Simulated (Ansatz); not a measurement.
Mg: element substitutions

Consider Mg in the hcp (Mg type) structure (space group P6_3/mmc, No. 194; a = 3.175 Å, c = 5.185 Å).

Each row replaces one element on all its sites; cell and atoms are relaxed.

The values are results of r2SCAN (Ansatz, an electronic-structure program; PAW; 500 eV plane waves; scalar-relativistic without spin-orbit coupling), earlier PAW set, not measurements.

For the base:

```
Item                Value
---------------  --------
Volume per atom  22.63 Å³
```

Question: The aim is a volume per atom between 35.92 Å³ and 39.96 Å³. Which of these changes reaches it?
(A) Mg → Zr
(B) Mg → Na
(C) Mg → Li

Answer: B, Mg → Na. It gives 37.77 Å³; Mg → Li gives 20.98 Å³; Mg → Zr gives 23.50 Å³. Changes not listed may reach it too

No phonon test of stability was made. All final runs are without spin polarisation. This is not the structure that Na has at room temperature and ambient pressure. This is not the structure that Li has at room temperature and ambient pressure.
